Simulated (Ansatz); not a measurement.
# A computed series for Ir: response to strain

Take Ir in the fcc (Cu type) structure (space group Fm-3m, No. 225; relaxed with 0.1 eV smearing) as the base.

```
CELL_PARAMETERS angstrom
      0.00000     1.92250     1.92250
      1.92250     0.00000     1.92250
      1.92250     1.92250     0.00000
ATOMIC_POSITIONS crystal
  Ir 0.00000 0.00000 0.00000
```

Cartesian axes are those of the cell as printed.

Strains are applied to the cell and any free atomic positions relax; under biaxial strain the out-of-plane vector relaxes too.

The values are results of r2SCAN (Ansatz, an electronic-structure program), no SOC, not measurements.

Candidates:
(a) biaxial strain −2.50 %, plane normal [001], relaxed out of plane
(b) biaxial strain −2.00 %, plane normal [001], relaxed out of plane
(c) biaxial strain −0.50 %, plane normal [001], relaxed out of plane

Q: Order them by out-of-plane strain, lowest first.

A: (c) biaxial strain −0.50 %, plane normal [001], relaxed out of plane (+0.40 %), (b) biaxial strain −2.00 %, plane normal [001], relaxed out of plane (+1.61 %), (a) biaxial strain −2.50 %, plane normal [001], relaxed out of plane (+2.03 %)

Stability against distortions was not tested. All final runs are without spin polarisation.
